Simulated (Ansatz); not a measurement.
Start from BAs in the zinc blende structure (space group F-43m, No. 216).

```
BAs
1.0
    0.00000     2.39193     2.39193
    2.39193     0.00000     2.39193
    2.39193     2.39193     0.00000
B As
1 1
Direct
  0.00000   0.00000   0.00000
  0.25000   0.25000   0.25000
```

Cartesian axes are those of the cell as printed.

Method: Ansatz (a first-principles code) r2SCAN, no SOC.

Before the change:

```
Item                                Result
---------------------  -------------------
Smallest direct gap                3.44 eV
Valence-band top at Γ  0.00, 0.00, 0.00 eV
```

Perturbation: compressive biaxial strain of 2.08 % in the plane normal to [111], as in epitaxy on a mismatched substrate; the out-of-plane cell vector and the atoms relax.

### Question
Estimate the effect on the smallest direct gap, out-of-plane strain, valence-band top at Γ and energy relative to the base.

### Answer
The smallest direct gap decreases by 0.373 eV (3.44 eV → 3.06 eV); the out-of-plane strain comes out as +0.45 %; the valence-band top at Γ (three highest levels, from the VBM) changes from 0.00, 0.00, 0.00 eV to 0.00, 0.00, -0.24 eV; the energy grows by 15 meV/atom.

Semilocal Kohn–Sham gaps tend to fall short of experiment. Stability against distortions was not tested.
